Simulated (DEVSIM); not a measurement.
**Schottky contact on p-type Si**

System: Schottky contact on p-type Si, at 300 K.

| layer (left to right) | material | thickness (μm) | Na (cm⁻³) | τn (s) | τp (s) |
|---|---|---|---|---|---|
| 1 | Si | 2.80 | 9.6e15 | 3e-5 | 3e-5 |

Left contact: Schottky, work function 4.584 eV, emission velocity 3.4e6 cm/s. Right contact: ohmic. Voltage is applied to the left contact. Recombination: SRH at mid-gap. Gap narrowing is on: ΔEg = 6.92 meV × (l + √(l² + 0.5)), l = ln(N/1.3e17 cm⁻³), shared equally by both band edges. Mobility is μmin + (μ − μmin)/(1 + (N/Nref)^α).

This is a model device: material constants are rounded textbook-type values typed into the input, and sizes, dopings and lifetimes were drawn at random. Values at 300 K.

| parameter | Si |
|---|---|
| gap (eV) | 1.124 |
| affinity (eV) | 4.05 |
| permittivity | 11.7 |
| Nc (cm⁻³) | 2.86e19 |
| Nv (cm⁻³) | 3.1e19 |
| μn (cm²/Vs) | 1417 |
| μp (cm²/Vs) | 470 |
| μn,min | 52 |
| μp,min | 45 |
| Nref,n | 9.7e16 |
| Nref,p | 2.2e17 |
| αn | 0.68 |
| αp | 0.72 |

DEVSIM, 1D drift-diffusion, Boltzmann statistics, complete ionisation; no tunnelling, impact ionisation, image-force lowering or self-heating. Metal contacts follow the ideal Schottky-Mott rule: no Fermi-level pinning, no interface dipoles.

```
Property                                           Result
---------------------------------------------  ----------
Potential step across the device at zero bias     0.381 V
Largest field in the device at zero bias       32000 V/cm
Dark forward voltage at 1 A/cm²                   0.168 V
Dark forward voltage at 100 A/cm²                 0.336 V
```

Dark reverse current:

```tsv
V (V)	J (A/cm²)
0.10	0.0017
0.25	0.0018
0.50	0.0018
0.75	0.0018
1.00	0.0019
1.50	0.0019
2.00	0.0019
2.50	0.0019
3.25	0.0019
4.00	0.0020
5.00	0.0020
```

Small-signal capacitance in reverse bias (quasi-static):

| V (V) | C (nF/cm²) |
|---|---|
| 0.1 | 41.9 |
| 0.25 | 36.3 |
| 0.5 | 30.5 |
| 0.75 | 26.9 |
| 1 | 24.3 |
| 1.5 | 20.7 |
| 2 | 18.4 |
| 2.5 | 16.7 |
| 3.25 | 14.9 |
| 4 | 13.5 |
| 5 | 12.2 |
